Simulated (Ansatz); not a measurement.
The starting structures come from a database of crystals and need not be the phases stable at ambient conditions.

 Where the default PAW files enter, the runs use the earlier of Ansatz's two default sets.

By PBEsol, the system below comes out a metal.

The ballistic (Sharvin) conductance counts the channels at the Fermi level: G/A = (e²/h) × channels of both spins per area.

Given:

```
HfSi
1.0
    3.76823     0.00000     0.00000
    0.00000     6.86240     0.00000
    0.00000     0.00000     5.22345
Hf Si
4 4
Cartesian
  2.82617   4.63308   1.95561
  0.94206   2.22932   3.26784
  0.94206   5.66052   4.56733
  2.82617   1.20188   0.65612
  2.82617   3.72711   4.49671
  0.94206   3.13529   0.72674
  0.94206   6.56649   1.88499
  2.82617   0.29591   3.33846
```

Space group of this cell: Pnma. The cell is taken as given; by PBEsol its mean pressure is -2.0 GPa.

The current flows along the normal of the first two printed cell vectors. No spin-orbit coupling; the value is a mean over 0.1 eV about the Fermi level.

Q: Predict the ballistic conductance per area from PBEsol in Ansatz (a quantum-chemistry and plane-wave program).

A: 0.22 × 10¹⁵ S/m² for both spins.
